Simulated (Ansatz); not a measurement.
Consider Si in the diamond structure (space group Fd-3m, No. 227; a = 5.434 Å). Axes: x, y, z lie along the cube axes.

Computed with PBEsol (Ansatz, an electronic-structure program, PAW, no SOC).

One thing is altered: every lattice vector is stretched by 2.50 %; the atoms relax in the strained cell.

**Question.** Predict the stress tensor and what it implies for the stiffness.

**Answer.** Stress of the strained cell less that of the base (GPa, compression positive):
```
  -5.92    0.00    0.00
   0.00   -5.92    0.00
   0.00    0.00   -5.92
```

Then B = −ΔP/(ΔV/V₀) with ΔV/V₀ = 0.0769 gives secant stiffness values (nonlinear terms included at this strain): B ≈ 77 GPa.

As a check, the harmonic strain energy −½ V₀ Δσ:ε is 28 meV/atom; the computed energy rise is 30 meV/atom.

Whether these cells are dynamically stable was not tested.
